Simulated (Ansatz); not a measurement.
Relaxation of the outer planes of the (0001) surface of hcp Be in its 1x1 cell, outermost plane spacing 1.78 Å in the ideal cut.

Level of theory: PBE (plane waves to 420 eV, PAW; Ansatz, a quantum-chemistry and plane-wave program).

Set-up: 15 atoms, 25.0 Å thick at the start; mesh 19x19x1; 0.1 eV smearing; dipole correction on; all atoms relaxed; start symmetry kept, larger cells not searched; no spin, no spin-orbit, no U.

```tsv
plane	atoms	bulk spacing to the next (Å)	relaxed spacing (Å)	change (%)	rumpling (Å)
1	Be	1.784	?	?	0.00
2	Be	1.784	1.801	0.9	0.00
```

**Question.** Some entries are withheld; supply them.

**Answer.** 
- 1, relaxed spacing (Å): 1.837
- 1, change (%): 3.0
